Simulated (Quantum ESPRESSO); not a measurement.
Worked example: self-consistent single point of MnO (Fm-3m, 2 atoms in the cell) in Quantum ESPRESSO.

Method: PBE, SSSP 1.1.2 precision (PBE) pseudopotentials (plane waves; Quantum ESPRESSO).

```
CELL_PARAMETERS angstrom
      0.00000     2.26261     2.26261
      2.26261     0.00000     2.26261
      2.26261     2.26261     0.00000
ATOMIC_POSITIONS crystal
  Mn 0.00000 0.00000 0.00000
  O  0.50000 0.50000 0.50000
```
Moments meant for the start (each program seeds them in its own way; μB, in the order of the atoms Mn O): 4.0 0.0.

Reference input (self-consistent single point, DFT, PBE, plane waves, SSSP 1.1.2 precision (PBE) pseudopotentials): ecutwfc = 65 Ry; ecutrho = 520 Ry; occupations = smearing; smearing = marzari-vanderbilt; degauss = 0.0073499 Ry; nspin = 2; potentials = {Mn: mn_pbe_v1.5.uspp.F.UPF, O: O.pbe-n-kjpaw_psl.0.1.UPF}; K_POINTS = automatic 9 9 9 0 0 0; conv_thr = 1e-11 Ry; mixing_beta = 0.4. This run's input differs from it in these lines:

```diff
@@ -19,2 +19,3 @@
    starting_magnetization(1) = 0.267,
+   tot_magnetization = 5,
 /
```

Log, with long lists cut:

```
     Self-consistent Calculation

     iteration #  1     ecut=    65.00 Ry     beta= 0.40

     total energy              =    -252.64825394 Ry
     estimated scf accuracy    <       0.70423121 Ry

     total magnetization       =     5.00 Bohr mag/cell
     absolute magnetization    =     5.00 Bohr mag/cell

     iteration #  2     ecut=    65.00 Ry     beta= 0.40

     WARNING: integrated charge=    21.00037974, expected=    21.00000000

     total energy              =    -252.84101788 Ry
     estimated scf accuracy    <       0.32687882 Ry

     total magnetization       =     5.00 Bohr mag/cell
   [... lines left out ...]
     estimated scf accuracy    <          2.0E-09 Ry

     total magnetization       =     5.00 Bohr mag/cell
     absolute magnetization    =     5.00 Bohr mag/cell

     iteration # 13     ecut=    65.00 Ry     beta= 0.40
     Spin Component #  1
     Minimization algorithm failed to find Fermi energy: reverting to bisection
     Possible cause: smearing is larger than the electronic band-gap.

     negative rho (up, down):  0.000E+00 2.063E-04

     Magnetic moment per site  (integrated on atomic sphere of radius R)
     atom   1 (R=0.292)  charge= 12.6488  magn=  4.2336
     atom   2 (R=0.292)  charge=  5.9919  magn=  0.2590
     End of self-consistent calculation

     the spin up/dw Fermi energies are    12.4711   10.4389 ev

!    total energy              =    -252.90881327 Ry
     estimated scf accuracy    <          6.4E-12 Ry
     smearing contrib. (-TS)   =       0.00004875 Ry
     internal energy E=F+TS    =    -252.90886202 Ry

     total magnetization       =     5.00 Bohr mag/cell
     absolute magnetization    =     5.00 Bohr mag/cell

     convergence has been achieved in  13 iterations

     negative rho (up, down):  0.000E+00 2.063E-04

     Forces acting on atoms (cartesian axes, Ry/au):

     atom    1 type  1   force =    -0.00000000   -0.00000000   -0.00000000
     atom    2 type  2   force =     0.00000000    0.00000000    0.00000000

     Total force =     0.000000     Total SCF correction =     0.000000

     negative rho (up, down):  0.000E+00 2.063E-04
          total   stress  (Ry/bohr**3)                   (kbar)     P=      -35.43
  -0.00024083   0.00000000  -0.00000000          -35.43        0.00       -0.00
   0.00000000  -0.00024083   0.00000000            0.00      -35.43        0.00
  -0.00000000   0.00000000  -0.00024083           -0.00        0.00      -35.43

   JOB DONE.
```

The run converged in 13 iterations. Against the reference run the free energy goes up by 6.1 meV/atom, the pressure goes from -6.25 to -3.54 GPa and the size of the net moment goes from 2.44 to 2.50 μB/atom. The full log also holds: “WARNING: integrated charge=    21.00037974, expected=    21.00000000”. The full log also holds: “WARNING: integrated charge=    21.00022318, expected=    21.00000000”.

The starting cell comes from a database of computed structures (which also holds hypothetical and non-ambient phases and stackings), without a prior relaxation at this level. Its lattice was rescaled by a random factor within 2.5 % of one. The moment is imposed by the input (tot_magnetization), so the state need not be the ground state. With one magnetic atom in the cell only a parallel order is possible. With a pressure of about -4 GPa the cell is away from its equilibrium volume at this level.

Cost on one core of a shared machine: roughly 50 s.
